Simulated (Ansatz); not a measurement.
Consider the following.

```xyz
6
Lattice="4.6418 0.0000 0.0000 0.0000 4.6418 0.0000 0.0000 0.0000 3.0736" Properties=species:S:1:pos:R:3 pbc="T T T"
Ir     0.0000     0.0000     0.0000
Ir     2.3209     2.3209     1.5368
O      1.4142     1.4142     0.0000
O      3.7351     0.9067     1.5368
O      0.9067     3.7351     1.5368
O      3.2276     3.2276     0.0000
```

No spin polarisation.

All numbers come from PBEsol/PAW in Ansatz (a first-principles code), without spin-orbit coupling, earlier PAW set. k-mesh 11×11×15 (Γ-centred); smearing 0.05 eV (Fermi–Dirac).

Task: Predict the pressure and band gap.

Result: 
* **Pressure (mean of the normal stresses, compression positive)**: -10.1 GPa
* **Band gap**: zero

The cells carry an imposed strain or load. No phonon test of stability was made. No Hubbard U is applied, and correlation can decide whether such a compound is a metal. All final runs are without spin polarisation. The cell was made from IrO₂ in the rutile structure (space group P4_2/mnm, No. 136) by this change: biaxial strain +3.80 %, plane normal [001], relaxed out of plane.
